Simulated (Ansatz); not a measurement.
BeTe (P6₃mc, No. 186, 4 atoms in the cell; start mp-1183441; a measured phase of this formula has another space group) was calculated with dielectric-dependent PBEsol hybrid in Ansatz (PAW).

The input as run:

Ansatz 0.2 input:
```yaml
crystal:
  lattice:
    - [3.9472628548, 0.0, 0.0]
    - [-1.9736314274, 3.4184299077, 0.0]
    - [0.0, 0.0, 6.5203798051]
  atoms:
    - { symbol: Be, position: [0.6666666667, 0.3333333333, 0.5007896224] }
    - { symbol: Be, position: [0.3333333333, 0.6666666667, 0.0007896224] }
    - { symbol: Te, position: [0.6666666667, 0.3333333333, 0.8742103776] }
    - { symbol: Te, position: [0.3333333333, 0.6666666667, 0.3742103776] }
  host: atoms
basis:
  ecutwfc: 460
  ecutrho_ratio: 4
  xc_grid: 2
kpoints:
  mp_grid: { grid: [9, 9, 4] }
  band_path: { path: [[0, 0, 0], [0.0, 0.5, 0.0]], npoints: 1 }
hamiltonian:
  xc:
    exchange: pbesol
    correlation: pbesol
    exx: { coeff: inverse_dielectric }
  dispersion: none
  pseudopotentials: { kind: paw }
scf:
  occupations: { method: fermi_dirac, width: 0.01 }
  convergence: { dr2_threshold: 0.0000000004 }
output:
  forces: true
  stress: true
  eigenvalues: true
  write_bands: true
```

Question: How many irreducible k-points, plane waves at Γ does the program set up, and what pressure does the run end with?

Answer: 36 irreducible k-points, 1967 plane waves at Γ; P = -0.23 GPa, so the cell is stretched on average and its volume would shrink at this level.

The run printed, among other lines:

```
WARN output.stress: scf.exx.energy_threshold = 1e-6 eV is looser than the 4e-8 eV advised for a stress under a hybrid functional (1e-8 eV for each atom of the …
Crystal: 4 atoms, lattice volume = 87.982 Å³
Basis set: ecut = 460 eV, 1967 PW (Γ), exchange–correlation on 60×60×96 points (8 copies of the dense FFT grid, shifted against one another)
Bands: 22, of which v1, the nominal top of the filled ones, is band 18 counted from 1 (17 counted from 0)
Symmetry: 12 space group operations
Space group: P63mc (ITA 186), of the structure as read, at distance tolerance 4.4e-5 Å
k-points: 36 of 324 (time reversal used)
SCF iter   1: F=—  HF=-13985.117853 eV  |F-HF|=—  |Δ(HF+E_count)|=         —  Δρ=2.55e-3  dr2=6.57e-3
SCF iter   2: F=-13985.115800 eV  HF=-13985.115936 eV  |F-HF|=1.35e-4  |Δ(HF+E_count)|=   1.92e-3  Δρ=7.98e-4  dr2=4.44e-4
Crystal: 4 atoms, lattice volume = 87.982 Å³
Initial density: handed on by an earlier stage of this run
Functional: x = 0.866466209436101 pbesol(κ = 0.804, μ = 0.12345679012345678) + 0.13353379056389902 exact, c = pbesol(β = 0.046)
  ...
Crystal: 4 atoms, lattice volume = 87.982 Å³
SCF iter   4: F=—  HF=-14013.694144 eV  |F-HF|=—  |Δ(HF+E_count)|=   1.86e-8  Δρ=7.55e-7  dr2=6.60e-10
SCF iter   5: F=-14013.694144 eV  HF=-14013.694144 eV  |F-HF|=3.27e-11  |Δ(HF+E_count)|=  2.09e-10  Δρ=2.36e-7  dr2=8.71e-11
SCF 3 converged in 5 iterations: F = -14013.694144 eV  dr2 = 8.71e-11
Free energy (F): -14013.694144 eV
Internal energy: -14013.694144 eV  (E = F + TS)
E sigma→0 (E₀):  -14013.694144 eV
Fermi energy:    8.647188 eV
--- Stress (GPa, compression-positive) ---
       -0.214883       0.000000      -0.000000
       -0.000000      -0.214883       0.000000
       -0.000000       0.000000      -0.249951
  P = ⅓ Tr σ = -0.2266 GPa (-2.266 kbar)
```

The PAW data were made under PBE.

Note: cell and atoms aren't relaxed at this level (pressure -0.2 GPa).

A start named mp-… is a Materials Project structure, which need not be a measured phase.

Ansatz is a program for electronic structure.
